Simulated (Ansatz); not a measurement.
**The (111) surface of fcc Pt, one row in 2 of the top plane missing (bottom of the slab: a bare face, its two planes held)**

All values below come from PBE (plane waves to 420 eV, PAW; Ansatz, an electronic-structure program).

Model: 11-atom slab, 11.5 Å thick at the start, 15x8x1 mesh, Fermi-Dirac 0.1 eV, dipole correction, 4 atoms held, the rest relaxed; no symmetry held; no spin, no spin-orbit, no U. It is one candidate, not shown to be the stable structure of the face.

| Item | Value |
|---|---|
| work function of the top face | 4.90 eV |
| energy released by relaxation | 0.23 eV |
| cost | roughly 14 core-minutes |
